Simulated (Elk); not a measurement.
Band structure of CdO (Fm-3m, 2 atoms in the cell).

```yaml
crystal:
  lattice:
    - [0.00000, 2.35000, 2.35000]
    - [2.35000, 0.00000, 2.35000]
    - [2.35000, 2.35000, 0.00000]
  atoms:
    - { symbol: Cd, position: [0.00000, 0.00000, 0.00000] }
    - { symbol: O, position: [0.50000, 0.50000, 0.50000] }
```

Method: PBE, all-electron FP-LAPW, Elk's shipped species files, LAPW+lo basis (Elk).

Settings: xctype = 20; rgkmax = 7.5; swidth = 0.000734986 Ha; ngridk = 8 8 8; gmaxvr = 14 1/bohr; nxoapwlo = 1; maxscl = 100.

The starting cell has typed, rounded lattice constants, without a prior relaxation at this level. Values depend on the basis (sphere radii, cutoffs, local orbitals), which need not be converged. The run gives no clean gap (levels at the Fermi energy touch, overlap or are partly filled at this smearing), which alone does not show that the compound is a metal.

Levels in eV from the Fermi level, bands 9 to 16:
```
point      9     10     11     12     13     14     15     16
-----  -----  -----  -----  -----  -----  -----  -----  -----
Γ      -6.42  -1.42  -1.42  -1.42  -0.44  14.51  16.97  16.97
X      -5.72  -4.39  -2.39  -2.39   3.86   8.50  11.19  13.27
W      -5.83  -3.05  -3.05  -1.93   5.98   8.89   8.89  10.70
K      -6.02  -3.46  -2.93  -1.33   5.40   8.58   8.60  12.87
L      -6.18  -3.85  -0.04  -0.04   4.39   7.31  11.81  11.81
U      -6.02  -3.46  -2.93  -1.33   5.40   8.58   8.60  12.87
```

Bands cross the Fermi level along this path, so the cell is metallic at this level.
